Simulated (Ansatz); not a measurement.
Seebeck coefficient (μV/K, mean over directions) of n-type ZnO (P6_3mc) against carrier density, r2SCAN with spin-orbit coupling, rigid bands (Ansatz, a first-principles code). Computed gap 1.22 eV; densities at which minority carriers matter at this gap, or further valleys turn the trend, are left out. Conductivity mass 0.21 mₑ (harmonic mean over directions), N_c = 2.3e18 cm⁻³ at 300 K.

```json
[
 {"electron density": "1e16 cm⁻³", "300 K": "-679", "500 K": "-748"},
 {"electron density": "1e17 cm⁻³", "300 K": "-481", "500 K": "-550"},
 {"electron density": "1e18 cm⁻³", "300 K": "-286", "500 K": "-353"},
 {"electron density": "3e18 cm⁻³", "300 K": "(withheld)", "500 K": "(withheld)"},
 {"electron density": "1e19 cm⁻³", "300 K": "-116", "500 K": "-170"},
 {"electron density": "3e19 cm⁻³", "300 K": "-63", "500 K": "-101"},
 {"electron density": "1e20 cm⁻³", "300 K": "-32", "500 K": "-53"},
 {"electron density": "3e20 cm⁻³", "300 K": "-18", "500 K": "(withheld)"},
 {"electron density": "1e21 cm⁻³", "300 K": "-10", "500 K": "-17"}
]
```

**Question.** What belongs in the gaps?

**Answer.** 
- 3e18 cm⁻³, 300 K: -198
- 3e18 cm⁻³, 500 K: -262
- 3e20 cm⁻³, 500 K: -30

Rigid bands with a gap fixed in temperature, one relaxation time for all states, no polarons or phonon drag, and whether or not such doping can be reached.
